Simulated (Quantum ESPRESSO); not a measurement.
A user runs Quantum ESPRESSO on MnO (Fm-3m, 4 atoms in the cell) and asks whether the run is sound. The aim is a self-consistent single point with DFT, PBE, plane waves, SSSP 1.1.2 efficiency (PBE) pseudopotentials.

This input was run:

```fortran
&CONTROL
 calculation = 'scf',
 prefix = 'mno',
 outdir = './out',
 pseudo_dir = './',
 tprnfor = .true.,
 tstress = .true.,
/
&SYSTEM
 ibrav = 0,
 nat = 4,
 ntyp = 3,
 ecutwfc = 55,
 ecutrho = 110,
 occupations = 'smearing',
 smearing = 'gaussian',
 degauss = 0.00147,
 nspin = 2,
 starting_magnetization(1) = 0.333,
 starting_magnetization(2) = -0.333,
/
&ELECTRONS
 conv_thr = 1e-10,
 mixing_beta = 0.3,
/
ATOMIC_SPECIES
Mn1   54.9380  mn_pbe_v1.5.uspp.F.UPF
Mn2   54.9380  mn_pbe_v1.5.uspp.F.UPF
O     15.9990  O.pbe-n-kjpaw_psl.0.1.UPF
ATOMIC_POSITIONS {alat}
Mn1   0.0000000000    0.0000000000    0.0000000000
Mn2   0.8164965809    0.8164965809    0.8164965809
O     0.4082482905    0.4082482905    0.4082482905
O     1.2247448714    1.2247448714    1.2247448714
K_POINTS {automatic}
6 6 6  0 0 0
CELL_PARAMETERS {angstrom}
   4.5270240000     2.2635120000     2.2635120000
   2.2635120000     4.5270240000     2.2635120000
   2.2635120000     2.2635120000     4.5270240000
```

Output, abridged:

```
     file O.pbe-n-kjpaw_psl.0.1.UPF: wavefunction(s)  2P renormalized
     Message from routine set_cutoff:
     ecutrho < 4*ecutwfc, are you sure?
     Message from routine setup:
     using ibrav=0 with symmetry is DISCOURAGED, use correct ibrav instead
     G-vector sticks info
   [... lines left out ...]

     Starting magnetic structure
     atomic species   magnetization
     Mn1             0.333
     Mn2            -0.333
     O               0.000

     12 Sym. Ops., with inversion, found

   Cartesian axes

     site n.     atom                  positions (alat units)
         1        Mn1    tau(   1) = (   0.0000000   0.0000000   0.0000000  )
         2        Mn2    tau(   2) = (   0.8164966   0.8164966   0.8164966  )
         3        O      tau(   3) = (   0.4082483   0.4082483   0.4082483  )
         4        O      tau(   4) = (   1.2247449   1.2247449   1.2247449  )

     number of k points=    32  Gaussian smearing, width (Ry)=  0.0015
                       cart. coord. in units 2pi/alat
        k(    1) = (   0.0000000   0.0000000   0.0000000), wk =   0.0046296
        k(    2) = (  -0.1020621  -0.1020621   0.3061862), wk =   0.0277778
        k(    3) = (  -0.2041241  -0.2041241   0.6123724), wk =   0.0277778
   [... 29 lines left out ...]

     Dense  grid:     6111 G-vectors     FFT dimensions: (  36,  36,  36)

     Initial potential from superposition of free atoms

     starting charge      40.9998, renormalised to      42.0000
     Self-consistent Calculation

     iteration #  1     ecut=    55.00 Ry     beta= 0.30

     total energy              =    -505.50875861 Ry
     estimated scf accuracy    <       1.38591387 Ry

     total magnetization       =    -0.00 Bohr mag/cell
     absolute magnetization    =     9.07 Bohr mag/cell

     iteration #  2     ecut=    55.00 Ry     beta= 0.30

     total energy              =    -505.82156270 Ry
     estimated scf accuracy    <       0.06347552 Ry

     total magnetization       =    -0.00 Bohr mag/cell
     absolute magnetization    =     9.25 Bohr mag/cell

   [... lines left out ...]
     estimated scf accuracy    <          9.9E-10 Ry

     total magnetization       =     0.00 Bohr mag/cell
     absolute magnetization    =     9.18 Bohr mag/cell

     iteration # 20     ecut=    55.00 Ry     beta= 0.30

     negative rho (up, down):  5.693E-04 5.693E-04

     Magnetic moment per site  (integrated on atomic sphere of radius R)
     atom   1 (R=0.168)  charge= 12.6569  magn=  4.1370
     atom   2 (R=0.168)  charge= 12.6569  magn= -4.1370
     atom   3 (R=0.168)  charge=  5.9880  magn=  0.0000
     atom   4 (R=0.168)  charge=  5.9880  magn=  0.0000
     End of self-consistent calculation

     the Fermi energy is    11.9158 ev

!    total energy              =    -505.84844653 Ry
     estimated scf accuracy    <          4.6E-11 Ry
     smearing contrib. (-TS)   =      -0.00000000 Ry
     internal energy E=F+TS    =    -505.84844653 Ry

     total magnetization       =    -0.00 Bohr mag/cell
     absolute magnetization    =     9.18 Bohr mag/cell

     convergence has been achieved in  20 iterations

     negative rho (up, down):  5.693E-04 5.693E-04

     Forces acting on atoms (cartesian axes, Ry/au):

     atom    1 type  1   force =     0.00000000    0.00000000   -0.00000000
     atom    2 type  2   force =     0.00000000    0.00000000    0.00000000
   [... lines left out ...]
     Total force =     0.000000     Total SCF correction =     0.000000
   [... lines left out ...]

     negative rho (up, down):  5.693E-04 5.693E-04
          total   stress  (Ry/bohr**3)                   (kbar)     P=      -67.25
  -0.00045716  -0.00009927  -0.00009927          -67.25      -14.60      -14.60
  -0.00009927  -0.00045716  -0.00009927          -14.60      -67.25      -14.60
  -0.00009927  -0.00009927  -0.00045716          -14.60      -14.60      -67.25

   JOB DONE.
```

Is this run sound? If not, what is wrong?

The run is not sound. The fault is a density cutoff or grid that is too coarse. The charge density holds wave vectors up to twice those of the orbitals (four times the energy cutoff), and augmentation charges need more still. To fix it, restore the density cutoff. The run converged in 20 iterations without an error; against the sound input the free energy falls by 33.0 meV/atom, the pressure goes from -7.74 to -6.73 GPa and the gap on the mesh goes from 0.718 to 0.797 eV.

An input that runs soundly differs in these lines (not the only fix; some lines may just follow from the change or write a value another way):
```diff
- ecutrho = 110,
+ ecutrho = 440,
```

With that input, the run converged in 16 iterations: free energy E − TS -6882.2866 eV; top of the valence band (on the code's own zero) 11.54 eV; gap on the k-point mesh 0.72 eV; pressure -7.74 GPa; size of the cell's spin moment 0.00 μB (DFT, PBE, plane waves, SSSP 1.1.2 efficiency (PBE) pseudopotentials).

On the sound input: the starting cell has typed, rounded lattice constants, without a prior relaxation at this level. Its lattice was rescaled by a random factor within 2.5 % of one. The magnetic order is the one reached from the typed start; others were not searched systematically. With a pressure of about -8 GPa the cell is away from its equilibrium volume at this level.
